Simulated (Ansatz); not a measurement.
# A self-consistent single point of LuP (Fm-3m, 2 atoms in the cell) with Ansatz

Method: LDA (PW92), default PAW files made with PBE (plane waves; Ansatz, an electronic-structure program).

The input file:

Ansatz 0.2 input:
```yaml
crystal:
  lattice:
    - [0.000000, 2.748046, 2.748046]
    - [2.748046, 0.000000, 2.748046]
    - [2.748046, 2.748046, 0.000000]
  atoms:
    - { symbol: Lu, position: [0.000000, 0.000000, 0.000000] }
    - { symbol: P, position: [0.500000, 0.500000, 0.500000] }
basis:
  ecutwfc: 30.9 Ry
kpoints:
  mp_grid: { grid: [10, 10, 10] }
hamiltonian:
  xc: lda
  pseudopotentials: { kind: paw }
scf:
  occupations: { method: fermi_dirac, width: 0.0073 Ry }
output:
  forces: true
  eigenvalues: true
  stress: true
```

Output, abridged:

```
WARN ansatz: RAYON_NUM_THREADS=1 ignored (pool sized by the plan → 1); use --threads N
Pseudopotentials: kind: paw
Pseudopotential: Lu, paw, valence charge 25
Pseudopotential: P, paw, valence charge 5
Crystal: 2 atoms, lattice volume = 41.505 Å³
Basis set: ecut = 420.4159175005146 eV, 869 PW (Γ)
Bands: 19, of which v1, the nominal top of the filled ones, is band 15 counted from 1 (14 counted from 0)
Symmetry: 48 space group operations
Space group: Fm-3m (ITA 225), of the structure as read, at distance tolerance 3.5e-5 Å
k-points: 47 of 1000
PAW frozen core: Lu, regenerated for the run's functional, and the local potential with it
PAW frozen core: P, regenerated for the run's functional, and the local potential with it
Initial density: superposition of atomic densities (neutral atoms: chi_scale 0, normalization atom), corrected by the library's trained network
Initial wavefunctions: pseudopotential atomic-orbital guess
Eigensolver: davidson
Functional: x = slater, c = lda
SCF iter   1: F=—  HF=-15222.195330 eV  |F-HF|=—  |Δ(HF+E_count)|=         —  Δρ=4.74e-3  dr2=9.76e-3  ethr=1.77e-3  ⟨swp⟩=5.7  Hψ=5084  notcnv=0
all-band conjugate gradients solve this SCF's bands
preconditioner: auto → Kerker (q_TF=auto, 2.585 Å⁻¹)
SCF iter   2: F=—  HF=-15222.192197 eV  |F-HF|=—  |Δ(HF+E_count)|=   3.13e-3  Δρ=2.93e-3  dr2=3.23e-3  ethr=3.25e-5  ⟨swp⟩=2.2  Hψ=2057  notcnv=0
SCF iter   3: F=—  HF=-15222.191757 eV  |F-HF|=—  |Δ(HF+E_count)|=   4.40e-4  Δρ=1.60e-3  dr2=1.16e-3  ethr=1.08e-5  ⟨swp⟩=3.0  Hψ=1924  notcnv=0
SCF iter   4: F=—  HF=-15222.191127 eV  |F-HF|=—  |Δ(HF+E_count)|=   6.29e-4  Δρ=3.66e-4  dr2=3.80e-5  ethr=3.88e-6  ⟨swp⟩=2.8  Hψ=1949  notcnv=0
SCF iter   5: F=—  HF=-15222.191136 eV  |F-HF|=—  |Δ(HF+E_count)|=   8.60e-6  Δρ=6.59e-5  dr2=1.64e-6  ethr=1.27e-7  ⟨swp⟩=2.1  Hψ=1612  notcnv=0
SCF iter   6: F=—  HF=-15222.191133 eV  |F-HF|=—  |Δ(HF+E_count)|=   2.72e-6  Δρ=1.99e-5  dr2=1.69e-7  ethr=5.46e-9  ⟨swp⟩=3.2  Hψ=2032  notcnv=0
SCF iter   7: F=-15222.191133 eV  HF=-15222.191133 eV  |F-HF|=3.52e-8  |Δ(HF+E_count)|=   4.64e-8  Δρ=1.32e-5  dr2=5.72e-8  ethr=3.33e-10  ⟨swp⟩=9.4  Hψ=5908  notcnv=0
SCF 1 converged in 7 iterations: F = -15222.191133 eV  dr2 = 5.72e-8
SCF converged after 7 iterations
Free energy (F): -15222.191133 eV
Harris-Foulkes:  -15222.191133 eV  (|F-HF|=3.52e-8)
Internal energy: -15222.182545 eV  (E = F + TS)
E sigma→0 (E₀):  -15222.186839 eV
Entropy (-TS):   -0.008588 eV (-4.294 meV/atom)
Fermi energy:    12.474409 eV
--- Per-component energies (eV) ---
  E_band       = 8.843012
  E_kinetic    = 491.902319
  E_local      = -7123.372411  (includes V_loc(G=0)·N_el)
  E_nonlocal   = 621.911203
  E_hartree    = 3000.996057
  E_xc         = -279.271466
  E_vxc        = -320.964406  (∫ρ·V_xc dr)
  E_paw        = -7675.920885  (= ΣΔE_a)
  E_vpaw       = 337.396248  (= ΣTr[D̂ρ^β])
  E_aug_tail   = 0.000033  (compensation charges beyond the density's cutoff)
  E_ewald      = -4260.863381
  E_core_change = 2.435986  (= ΣΔE_core)
  E_smearing   = -0.008588  (= −TS)
  E_closure    = 0.000000  (closes the sum)
  Σ components = -15222.191133   (vs F -15222.191133, Δ=0.00e0)
--- Forces (eV/Å), atoms counted from 1 ---
  atom   1  Lu     0.00000000    -0.00000000     0.00000000
  atom   2  P      0.00000000    -0.00000000    -0.00000000
  max |Σ_I F_I| component: 6.18e-30 eV/Å
--- Stress (GPa, compression-positive) ---
       -5.263388      -0.000000      -0.000000
       -0.000000      -5.263388      -0.000000
       -0.000000       0.000000      -5.263388
  P = ⅓ Tr σ = -5.2634 GPa (-52.634 kbar)
  The stress holds the Pulay correction. Without it, at fixed plane waves, as pw.x and ABINIT print it: P = -5.3101 GPa
--- Band table (eV; the first three rows and the last of 47) ---
  k-point 0: bands = ["-43.1501", "-13.7954", "-13.7954", "-13.7954", "1.3661", "7.9207", "7.9207", "7.9207", "7.9720", "8.0305", "8.0305", "8.0305", "13.1200", "13.1200", "13.1200", "13.9768", "13.9768", "13.9768", "14.8510"]
  k-point 1: bands = ["-43.1495", "-13.8148", "-13.7975", "-13.7975", "1.5111", "7.9151", "7.9270", "7.9270", "7.9744", "8.0261", "8.0261", "8.0307", "12.0682", "12.4672", "12.4672", "14.2389", "14.2389", "14.3854", "15.6229"]
  k-point 2: bands = ["-43.1480", "-13.8649", "-13.8029", "-13.8029", "1.9225", "7.8977", "7.9451", "7.9451", "7.9808", "8.0152", "8.0152", "8.0312", "10.5415", "11.5896", "11.5896", "14.6759", "14.7769", "14.7769", "17.0746"]
  k-point 46: bands = ["-43.1422", "-13.9282", "-13.8973", "-13.8675", "3.1784", "7.9404", "7.9698", "7.9865", "8.0046", "8.0064", "8.0143", "8.0260", "9.6301", "9.9670", "10.0485", "14.7792", "16.0047", "16.4840", "18.1248"]
```

The run converged in 7 iterations.

The starting cell comes from a database of computed structures (which also holds hypothetical and non-ambient phases and stackings), without a prior relaxation at this level. Its lattice was rescaled by up to half a per cent. Spin-orbit coupling is off. With a pressure of about -5 GPa the cell is away from its equilibrium volume at this level. Ansatz's pressure includes its estimate of the finite-basis (Pulay) stress. The run gives no clean gap (levels at the Fermi energy touch, overlap or are partly filled at this smearing), which alone does not show that the compound is a metal.
